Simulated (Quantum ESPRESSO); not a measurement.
Worked example: self-consistent single point of NaH (Fm-3m, 2 atoms in the cell) in Quantum ESPRESSO.

Level of theory: PBE, PseudoDojo standard norm-conserving (PBE) pseudopotentials (plane waves; Quantum ESPRESSO 7.5).

The change in words: lattice scaled by 0.98; ecutwfc: 90 Ry → 122 Ry. Reference geometry:
```
CELL_PARAMETERS angstrom
      0.00000     2.42780     2.42780
      2.42780     0.00000     2.42780
      2.42780     2.42780     0.00000
ATOMIC_POSITIONS crystal
  Na 0.00000 0.00000 0.00000
  H  0.50000 0.50000 0.50000
```

Reference input (self-consistent single point, DFT, PBE, plane waves, PseudoDojo standard norm-conserving (PBE) pseudopotentials): ecutwfc = 90 Ry; occupations = smearing; smearing = fd; degauss = 0.000734986 Ry; potentials = {Na: Na.upf, H: H.upf}; K_POINTS = automatic 7 7 7 0 0 0; conv_thr = 1e-09 Ry. This run's input differs from it in these lines:

```diff
@@ -12,3 +12,3 @@
    ntyp = 2
-   ecutwfc = 90
+   ecutwfc = 122
    occupations = 'smearing'
@@ -24,5 +24,5 @@
 CELL_PARAMETERS {angstrom}
-   0.0000000000     2.4278000000     2.4278000000
-   2.4278000000     0.0000000000     2.4278000000
-   2.4278000000     2.4278000000     0.0000000000
+   0.0000000000     2.3792440000     2.3792440000
+   2.3792440000     0.0000000000     2.3792440000
+   2.3792440000     2.3792440000     0.0000000000
 ATOMIC_POSITIONS {crystal}
```

The program printed (abridged):

```
     Self-consistent Calculation

     iteration #  1     ecut=   122.00 Ry     beta= 0.70

     Threshold (ethr) on eigenvalues was too large:
     Diagonalizing with lowered threshold

     total energy              =     -92.60918931 Ry
     estimated scf accuracy    <       0.09159957 Ry

     iteration #  2     ecut=   122.00 Ry     beta= 0.70

     total energy              =     -92.62264508 Ry
     estimated scf accuracy    <       0.00110271 Ry

     iteration #  3     ecut=   122.00 Ry     beta= 0.70

     total energy              =     -92.62283981 Ry
     estimated scf accuracy    <       0.00005980 Ry

   [... 2 blocks of this kind left out ...]

     iteration #  6     ecut=   122.00 Ry     beta= 0.70

     total energy              =     -92.62285095 Ry
     estimated scf accuracy    <          2.5E-09 Ry

     iteration #  7     ecut=   122.00 Ry     beta= 0.70
     End of self-consistent calculation

     the Fermi energy is     1.1852 ev

!    total energy              =     -92.62285095 Ry
     estimated scf accuracy    <          3.6E-11 Ry
     smearing contrib. (-TS)   =      -0.00000000 Ry
     internal energy E=F+TS    =     -92.62285095 Ry

     convergence has been achieved in   7 iterations

     Forces acting on atoms (cartesian axes, Ry/au):

     atom    1 type  1   force =    -0.00000000    0.00000000    0.00000000
     atom    2 type  2   force =     0.00000000   -0.00000000   -0.00000000

     Total force =     0.000000     Total SCF correction =     0.000000

          total   stress  (Ry/bohr**3)                   (kbar)     P=       12.00
   0.00008159  -0.00000000  -0.00000000           12.00       -0.00       -0.00
  -0.00000000   0.00008159  -0.00000000           -0.00       12.00       -0.00
  -0.00000000  -0.00000000   0.00008159           -0.00       -0.00       12.00

   JOB DONE.
```

The run converged in 7 iterations. Against the reference run the free energy rises by 2.0 meV/atom, the pressure goes from -0.29 to 1.20 GPa and the gap on the mesh goes from 4.216 to 4.338 eV.

The starting cell has typed, rounded lattice constants, without a prior relaxation at this level. Its lattice was rescaled by up to half a per cent. For this run, on top of that: lattice scaled by 0.98.
